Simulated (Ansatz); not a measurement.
**A computed series for Mo: response to strain**

The parent structure is Mo in the bcc (W type) structure (space group Im-3m, No. 229; a = 3.130 Å; relaxed with 0.1 eV smearing). Axes: x, y, z lie along the cube axes.

Strains are applied to the cell and any free atomic positions relax.

Method: PBEsol (Ansatz, an electronic-structure program), no spin-orbit coupling.

Notes on the quantities. pressure: mean of the normal stresses, compression positive; energy relative to the base: free energy F.

```
case                         pressure  energy relative to the base  shortest interatomic distance
---------------------------  --------  ---------------------------  -----------------------------
base                          0.0 GPa                   0 meV/atom                        2.711 Å
tensor shear ε_xy = +1.43 %   0.2 GPa                +4.1 meV/atom                        2.685 Å
tensor shear ε_xy = +0.57 %   0.0 GPa                +0.7 meV/atom                        2.700 Å
tensor shear ε_xy = +1.14 %   0.1 GPa                +2.6 meV/atom                        2.690 Å
tensor shear ε_xy = +0.29 %   0.0 GPa                +0.2 meV/atom                        2.705 Å
tensor shear ε_xy = +2.00 %   0.3 GPa                +8.1 meV/atom                        2.675 Å
tensor shear ε_xy = +1.71 %   0.2 GPa                +5.9 meV/atom                        2.680 Å
tensor shear ε_xy = +0.86 %   0.1 GPa                +1.5 meV/atom                        2.695 Å
```

No phonon test of stability was made. All final runs are without spin polarisation.
